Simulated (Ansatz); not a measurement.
Consider Gd in the hcp (Mg type) structure (space group P6_3/mmc, No. 194; a = 3.566 Å, c = 5.695 Å; ferromagnetic).

The values are results of PBEsol/PAW in Ansatz (a program for electronic structure), spin-orbit coupling left out, not measurements.

One change was made to it. Results:

The lattice parameter a drops by 0.289 Å to 3.277 Å; the c/a ratio drops by 0.045 (1.597 → 1.552).

**Question.** What was done to the base?
A) Gd → Tb
B) Gd → Li
C) Gd → Al
D) Gd → Sc

**Answer.** D, Gd → Sc. For comparison, the lattice parameter a in the other runs: Gd → Li gives 3.063 Å; Gd → Tb gives 3.463 Å; Gd → Al gives 2.827 Å.

Other magnetic orders, which the real material may have, were not ruled out. Open 4f shells without U are poorly described, and the f state was not checked. Whether these cells are dynamically stable was not tested. For Al in this form, whether it has been made was not checked. Spin-polarised in the final run: base and Tb; the other runs are not. This is not the structure that Li has at room temperature and ambient pressure. This is not the structure that Al has at room temperature and ambient pressure.
